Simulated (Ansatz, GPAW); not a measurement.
An Ansatz (a first-principles code) input for a self-consistent single point of LuB2Ru3 (P6/mmm, 6 atoms in the cell) (DFT, LDA (PW92), plane waves, default PAW files made with PBE):

Ansatz 0.2 input:
```yaml
# LuB2Ru3
crystal:
  lattice:
    - [5.330014, 0.000000, 0.000000]
    - [-2.665007, 4.615927, 0.000000]
    - [0.000000, 0.000000, 2.950378]
  atoms:
    - { symbol: Lu, position: [0.000000, 0.000000, 0.000000] }
    - { symbol: B, position: [0.666667, 0.333333, 0.000000] }
    - { symbol: B, position: [0.333333, 0.666667, 0.000000] }
    - { symbol: Ru, position: [0.500000, 0.000000, 0.500000] }
    - { symbol: Ru, position: [0.500000, 0.500000, 0.500000] }
    - { symbol: Ru, position: [0.000000, 0.500000, 0.500000] }
kpoints:
  mp_grid:
    grid: [6, 6, 9]
hamiltonian:
  xc: lda
  pseudopotentials:
    kind: paw
scf:
  occupations:
    method: gaussian
    width: 0.272 eV
output:
  forces: true
  eigenvalues: true
  stress: true
```

Translate this input to GPAW.

This is the input that was run; spellings and numerical settings could be chosen otherwise.

```python
from ase import Atoms
from ase.units import GPa
from gpaw import GPAW, PW

atoms = Atoms(['Lu', 'B', 'B', 'Ru', 'Ru', 'Ru'],
              cell=[[5.330014, 0.000000, 0.000000],
                    [-2.665007, 4.615927, 0.000000],
                    [0.000000, 0.000000, 2.950378]],
              scaled_positions=[[0.000000, 0.000000, 0.000000],
                                [0.666667, 0.333333, 0.000000],
                                [0.333333, 0.666667, 0.000000],
                                [0.500000, 0.000000, 0.500000],
                                [0.500000, 0.500000, 0.500000],
                                [0.000000, 0.500000, 0.500000]],
              pbc=True)

calc = GPAW(mode=PW(950),
            xc='LDA',
            kpts={'size': (6, 6, 9), 'gamma': True},
            occupations={'name': 'methfessel-paxton', 'width': 0.272, 'order': 0},
            nbands=-10,
            convergence={'density': 1e-05},
            symmetry={'symmorphic': False, 'tolerance': 0.0005},
            maxiter=100)

atoms.calc = calc

energy = atoms.get_potential_energy()
print('Energy (eV):', round(energy, 6))
forces = atoms.get_forces()
print('Forces (eV/Ang):')
print(forces.round(5))
stress = atoms.get_stress()
print('Stress (GPa, Voigt):', (stress / GPa).round(4))
```

Basis settings and potentials, where a program has them, do not carry over. This input uses DFT LDA (Perdew-Wang 92), plane waves, GPAW PAW datasets LDA (gpaw-data 1.0.1). LDA parametrisations can differ slightly between programs.

The starting cell comes from a database of computed structures (which also holds hypothetical and non-ambient phases and stackings), without a prior relaxation at this level. For this run, on top of that: lattice scaled by 0.98.
